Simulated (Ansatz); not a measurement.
Results of PBE (Ansatz, a first-principles code, plane waves, PAW) for CsCl-type RuAl.

Run with plane-wave cutoff 500 eV, 18×18×18 k mesh, Fermi–Dirac smearing 0.1 eV, no spin polarisation, scalar-relativistic PAW data made under PBE.

Computed at the level's own relaxed cell.

Give the computed equilibrium volume per atom and lattice constant a.


- equilibrium volume per atom: 13.56 Å³/atom
- lattice constant a: 3.005 Å

Measured, for comparison: lattice constant a 2.992 Å (temperature not stated, copied from a table, unchecked, no zero-point or thermal correction; as tabulated in Acta Metallurgica 41, 863 (1993)). Computed (rounded) less measured: lattice constant a not scored (unchecked).

Static lattice: no zero-point or thermal effects.

The result took very roughly 40 core-seconds.
